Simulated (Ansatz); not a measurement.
A computed series for C: response to strain

Start from C in the diamond structure (space group Fd-3m, No. 227).

C is taken in the cubic space group Fd-3m, origin choice 1 (No. 227), the diamond structure, Pearson symbol cF8. Cell: a = 3.5716 Å, b = 3.5716 Å, c = 3.5716 Å, α = 90.00°, β = 90.00°, γ = 90.00°. C on 8b has 4 C at 1.547 Å (tetrahedral). (Neighbours: up to the widest gap in distance over summed covalent radii, below 1.35, at either atom.)
(The calculation used a cell of 2 atoms; values per cell refer to that cell.)

Strains are applied to the cell and any free atomic positions relax.

Method: PBE in Ansatz (plane waves to 420 eV, PAW, without spin-orbit coupling).

Notes on the quantities. energy relative to the base: free energy F.

```tsv
variant	band gap	energy relative to the base	electron mass	shortest interatomic distance	pressure
base	4.13 eV	0 meV/atom	1.7 mₑ along k, 0.29 mₑ across (off the special points)	1.547 Å	0.00 GPa
isotropic strain −3.00 %	4.34 eV	+68 meV/atom	–	1.500 Å	46.78 GPa
isotropic strain −2.00 %	4.27 eV	+29 meV/atom	1.6 mₑ along k, 0.29 mₑ across (off the special points)	1.516 Å	29.34 GPa
isotropic strain −1.00 %	4.19 eV	+7.1 meV/atom	1.7 mₑ along k, 0.29 mₑ across (off the special points)	1.531 Å	13.80 GPa
isotropic strain −0.50 %	4.16 eV	+1.8 meV/atom	1.7 mₑ along k, 0.29 mₑ across (off the special points)	1.539 Å	6.70 GPa
isotropic strain +1.00 %	4.07 eV	+6.7 meV/atom	1.6 mₑ along k, 0.29 mₑ across (off the special points)	1.562 Å	-12.22 GPa
isotropic strain +1.50 %	4.04 eV	+15 meV/atom	1.6 mₑ along k, 0.29 mₑ across (off the special points)	1.570 Å	-17.79 GPa
isotropic strain +2.00 %	4.00 eV	+26 meV/atom	1.6 mₑ along k, 0.29 mₑ across (off the special points)	1.577 Å	-23.01 GPa
isotropic strain +2.50 %	3.97 eV	+40 meV/atom	1.5 mₑ along k, 0.29 mₑ across (off the special points)	1.585 Å	-27.92 GPa
isotropic strain +3.00 %	3.94 eV	+57 meV/atom	1.5 mₑ along k, 0.29 mₑ across (off the special points)	1.593 Å	-32.51 GPa
```

Masses are band curvatures over ±0.01 Å⁻¹ around the edge. Along k means along the line from Γ to the band edge. Whether these cells are dynamically stable was not tested.

Ansatz is a program for electronic structure.
